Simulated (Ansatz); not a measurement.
## The (21-30) surface of hcp Ti in its 1x1 cell, outermost plane spacing 0.32 Å in the ideal cut

These are r2SCAN, at the PBE geometry (plane waves to 500 eV, PAW; Ansatz, a quantum-chemistry and plane-wave program) values and carry that method's errors.

Model: 22-atom slab, 9.9 Å thick at the start (thin: gaps and levels are the slab's own), 8x5x1 mesh, Fermi-Dirac 0.1 eV, dipole correction, single point; on the structure that PBE left under its start's symmetry; no spin, no spin-orbit, no U.

```
Quantity                                                   Result
-----------------------------------  ----------------------------
surface energy (mean of both faces)                    2.17 J/m^2
work function of the top face                             3.48 eV
cost                                 very roughly 10 core-minutes
```
